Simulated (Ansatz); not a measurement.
Bond-angle distributions (per cent of the angles at each element, bins of 10°) of a relaxed model of amorphous Si30N45Ta3 at 3.78 g/cm³. Computed with PBE, scalar-relativistic without spin-orbit coupling (plane waves to 420 eV, PAW; Ansatz, a first-principles code).

Preparation: random packing, a CHGNet melt and quench, and a DFT relaxation. N atoms were pushed apart under 1.9 Å during the dynamics, to hinder bonds among them. The hot cell started wider than the set density and was brought back towards it in steps. It is the lowest in DFT energy of 2 quenches. It is a model cell: composition and starting density were chosen by hand, and all elements were melted together. No dispersion term was used. Its density started from a set value of 3.78 and ended at 3.78 g/cm³. The simulated quench (nominally 380 K/ps over its main leg) is rapid and tends to freeze in more defects than a deposited or slowly cooled glass has. One small periodic cell is one sample of the glass; other quenches scatter about these values. The volume was held where the preparation left it and the shape relaxed, at a PBE pressure of 3.4 GPa. Stress components on the final sampling reach 3.4 GPa. On a 2×2×2 Γ-centred mesh force components of up to 0.22 eV/Å stay, since the relaxation ran on the zone centre alone.

Cut-offs for bonds: Si-Si 2.60 Å, Si-N 2.18 Å, Si-Ta 2.78 Å, N-N 1.70 Å, N-Ta 2.65 Å, Ta-Ta 3.12 Å. Two cations that share two anions don't count as bonded, nor two that share one unless they lie closer than Si-Si 2.38 Å, Si-Ta 2.71 Å, Ta-Ta 3.04 Å.

```json
[
 {"angle (°)": "50-60", "at Si": "0", "at N": "0", "at Ta": "0"},
 {"angle (°)": "60-70", "at Si": "0", "at N": "0", "at Ta": "0"},
 {"angle (°)": "70-80", "at Si": "1", "at N": "0", "at Ta": "20"},
 {"angle (°)": "80-90", "at Si": "7", "at N": "5", "at Ta": "17"},
 {"angle (°)": "90-100", "at Si": "18", "at N": "12", "at Ta": "17"},
 {"angle (°)": "100-110", "at Si": "27", "at N": "14", "at Ta": "14"},
 {"angle (°)": "110-120", "at Si": "26", "at N": "31", "at Ta": "6"},
 {"angle (°)": "120-130", "at Si": "16", "at N": "19", "at Ta": "6"},
 {"angle (°)": "130-140", "at Si": "3", "at N": "14", "at Ta": "0"},
 {"angle (°)": "140-150", "at Si": "1", "at N": "3", "at Ta": "9"},
 {"angle (°)": "150-160", "at Si": "0", "at N": "1", "at Ta": "11"},
 {"angle (°)": "160-170", "at Si": "0", "at N": "1", "at Ta": "0"},
 {"angle (°)": "170-180", "at Si": "1", "at N": "0", "at Ta": "0"}
]
```

They go with these counts of neighbours within the cut-offs, cation contacts included: Si mean 4.1, most often 4; N mean 3.1, most often 3; Ta mean 5.3, most often 5.
